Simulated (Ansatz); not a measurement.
Start from BeS in the zinc blende structure (space group F-43m, No. 216).

```xyz
2
Lattice="0.0000 2.3982 2.3982 2.3982 0.0000 2.3982 2.3982 2.3982 0.0000" Properties=species:S:1:pos:R:3 pbc="T T T"
Be     0.0000     0.0000     0.0000
S      1.1991     1.1991     1.1991
```

Cartesian axes are those of the cell as printed.

Calculations: LDA, PAW, 420 eV (Ansatz, an electronic-structure program; spin-orbit coupling left out).

Strains are applied to the cell and any free atomic positions relax; under biaxial strain the out-of-plane vector relaxes too.

One change was made to it. Results:

The band gap falls by 0.067 eV (2.82 eV → 2.76 eV); the shortest interatomic distance drops by 0.012 Å, from 2.077 Å to 2.065 Å; the pressure (mean of the normal stresses, compression positive) goes from zero to 1.39 GPa; the energy increases by 1.5 meV/atom.

Question: Which change produced these results?
A. biaxial strain −0.42 %, plane normal [111], relaxed out of plane
B. biaxial strain −0.83 %, plane normal [111], relaxed out of plane
C. biaxial strain −1.67 %, plane normal [111], relaxed out of plane
D. biaxial strain +0.83 %, plane normal [111], relaxed out of plane
E. biaxial strain +1.67 %, plane normal [111], relaxed out of plane

Answer: B, biaxial strain −0.83 %, plane normal [111], relaxed out of plane. For comparison, the pressure in the other runs: biaxial strain −0.42 %, plane normal [111], relaxed out of plane gives 0.69 GPa; biaxial strain +1.67 %, plane normal [111], relaxed out of plane gives -2.55 GPa; biaxial strain −1.67 %, plane normal [111], relaxed out of plane gives 2.89 GPa; biaxial strain +0.83 %, plane normal [111], relaxed out of plane gives -1.31 GPa.

Stability against distortions was not tested.
